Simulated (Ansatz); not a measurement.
Take MoP (space group P-6m2, No. 187; a = 3.242 Å, c = 3.194 Å) as the base.

Method: PBE (Ansatz, a quantum-chemistry and plane-wave program, PAW, no SOC).

Base values:

| Quantity | Result |
|---|---|
| Pressure | 0.0 GPa |

It is then changed as follows: an isotropic linear strain of +1.62 %, atoms relaxed at fixed cell.

**Question.** Predict the new pressure.

**Answer.** The pressure (mean of the normal stresses, compression positive) goes from zero to -9.7 GPa.

**Question.** Predict the new energy relative to the base.

**Answer.** The energy rises by 23 meV/atom.

No phonon test of stability was made. The final runs are not spin-polarised. An odd electron count without spin: MoP.
